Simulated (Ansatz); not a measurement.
## Cu2ZnSnS4: transverse stress against strain

Cu2ZnSnS4 (I-4, 20.436 Å³/atom and stress up to 0.01 GPa in the relaxed cell, c along z) under a strain ε along c (axis z), the other axes held. PBE in Ansatz, a plane-wave DFT program (PAW, default set), 420 eV, 9×9×9 Γ-centred mesh, Fermi-Dirac smearing 0.05 eV; ions are relaxed, or left where forces stay under 0.02 eV/Å, within the symmetry of each cell. Stress is positive for a compressed cell.

Here s stands for strain and y for stress xx.

```
strain (%)  stress xx (GPa)
----------  ---------------
-1.50                  0.88
-0.75                  0.43
0.00                   0.00
0.75                  -0.41
1.50                  -0.80
3.00                      ?
```

The 5 complete rows are fitted with a straight line, y against s. Means: s 0, y 0.020. About the means, the sum of products is -3.1500 and the sum of squares of s is 5.6250; the slope is their ratio. Least squares gives y = 0.020 - 0.5600·s. Residuals (row less fit): 0.020, -0.010, -0.020, -0.010, 0.020; standard error 0.022 (degrees of freedom: 3). The slope gives the elastic constant C13 = 56.0 ± 0.9 GPa (± standard error of the fit, which holds the terms cut off).

Task: Predict the withheld y at s = 3.00 from the fit, and compare with the calculation.

Result: y = 0.020 - 0.5600 × 3.00 = -1.660 GPa. The calculation gives -1.51 GPa, 0.150 GPa above the prediction (6.3 % of the range of y in the table). The row lies outside the fitted rows, so this is an extrapolation. From the scatter of the fitted rows alone, a prediction at this place has a standard error of 0.036 GPa, so the miss is 4.2 times that.

A polynomial of degree 2 through the 8 other runs of the series gives -1.50 there, so most of the miss is curvature that the fit leaves out. This level leaves no gap over 0.05 eV at strain 0.00, 0.75, 1.50, 3.00 %. The start is a measured cell from the literature; how it stands against other phases or cation orders wasn't checked. Rows are the converged runs of the series near zero and its far end; series whose fitted rows scatter by over a few per cent of the range, as at a crossing or softening among them, aren't shown in this form, nor equations of state whose B0' disagrees with the runs' pressures. Most that stay on the fit to the last digits aren't either.
